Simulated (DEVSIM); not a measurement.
Structure: abrupt GaP p-n junction, at 300 K.

```
layer (left to right)  material  thickness (μm)  Nd (cm⁻³)  Na (cm⁻³)  τn (s)  τp (s)
---------------------  --------  --------------  ---------  ---------  ------  ------
1                           GaP            2.70          -       2e15  8.4e-7  8.4e-7
2                           GaP            1.50     4.1e15          -  8.4e-7  8.4e-7
```

Left contact: ohmic. Right contact: ohmic. Voltage is applied to the left contact. Recombination: SRH at mid-gap. Mobility is μmin + (μ − μmin)/(1 + (N/Nref)^α).

Constants are typed, rounded textbook-type inputs, not results; the design itself was drawn at random and stands for no fabricated device. Values at 300 K. The table also holds parameters that only a changed run uses.

```tsv
parameter	GaP
gap (eV)	2.26
affinity (eV)	3.8
permittivity	11.1
Nc (cm⁻³)	1.8e19
Nv (cm⁻³)	1.9e19
μn (cm²/Vs)	250
μp (cm²/Vs)	150
μn,min	10
μp,min	10
Nref,n	4.4e18
Nref,p	1e18
αn	0.8
αp	0.85
Cn (cm⁶/s)	1e-30
Cp (cm⁶/s)	1e-30
```

Simulated with DEVSIM: 1D drift-diffusion, Boltzmann statistics, complete ionisation; no tunnelling, impact ionisation, image-force lowering or self-heating.

Base results: dark forward voltage at 1 A/cm² (V) 1.727; dark forward voltage at 100 A/cm² (V) 1.973.

Task: What follows from this one change: thickness of layer 1 2.7 → 4.6 μm?

Result: dark forward voltage at 1 A/cm² 1.727 → 1.737 V; dark forward voltage at 100 A/cm² 1.973 → 2.035 V.

Task: What follows from this one change: thickness of layer 2 1.5 → 0.3 μm?

Result: dark forward voltage at 1 A/cm² 1.727 → 1.700 V; dark forward voltage at 100 A/cm² 1.973 → 1.980 V.
